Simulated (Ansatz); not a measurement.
**InP (model structure, started from the BeO type, P4₂/mnm, No. 136, 8 atoms in the cell)**

Computed with HSE06 (Ansatz, a first-principles code, PAW).

Run with plane-wave cutoff 460 eV, 4×4×6 k mesh (along the axes of the cell as run), Fermi–Dirac smearing 0.01 eV, scalar-relativistic PAW data made under PBE.

Cell (relaxed with PBEsol):

```cif
data_In4P4
_chemical_formula_sum 'In4 P4'
_space_group_name_H-M_alt 'P 1'
_space_group_IT_number 1
_cell_length_a 7.17480
_cell_length_b 7.17480
_cell_length_c 4.16218
_cell_angle_alpha 90.000
_cell_angle_beta 90.000
_cell_angle_gamma 90.000
loop_
_space_group_symop_operation_xyz
  'x, y, z'
loop_
_atom_site_label
_atom_site_type_symbol
_atom_site_fract_x
_atom_site_fract_y
_atom_site_fract_z
_atom_site_occupancy
In1 In 0.32185 0.67815 0.00000 1
In2 In 0.67815 0.32185 0.00000 1
In3 In 0.82185 0.82185 0.50000 1
In4 In 0.17815 0.17815 0.50000 1
P1 P 0.31930 0.31930 0.00000 1
P2 P 0.68070 0.68070 0.00000 1
P3 P 0.18070 0.81930 0.50000 1
P4 P 0.81930 0.18070 0.50000 1
```

For InP (model structure, started from the BeO type, P4₂/mnm, No. 136, 8 atoms in the cell), the band gap comes out as 1.58 eV (on the SCF k mesh).

Note: the relaxation could raise the start's symmetry but not lower it, so the cell can be a saddle point; cell and atoms aren't relaxed at this level (pressure 0.7 GPa).

Spin–orbit coupling is not included.

Computed values are for the static lattice.

A model structure was made by putting elements into a prototype or built by hand; it is no filed structure, need not be a known phase, and can be a saddle point held by its symmetry.
